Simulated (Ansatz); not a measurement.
The (100) surface of orthorhombic SnSe in its 1x1 cell (cut with top plane Sn, bottom plane Sn), outermost plane spacing 0.28 Å in the ideal cut

All values below come from PBE with D3(BJ) dispersion (plane waves to 420 eV, PAW; Ansatz, a quantum-chemistry and plane-wave program).

Set-up: 12 atoms, Se6Sn6, 14.5 Å thick at the start; mesh 6x6x1; 0.025 eV smearing; dipole correction on; all atoms relaxed; start symmetry kept, larger cells not searched; no spin, no spin-orbit, no U.

The surface energy (mean of both faces) comes out as 19 meV/Å², the surface energy before relaxation is 0.31 J/m² and the gap of the slab on its k-mesh is 0.76 eV. The highest filled level below the top vacuum level comes out as 4.39 eV and the energy released by relaxation is 0.009 eV. The cost is around 8 core-minutes (rough).
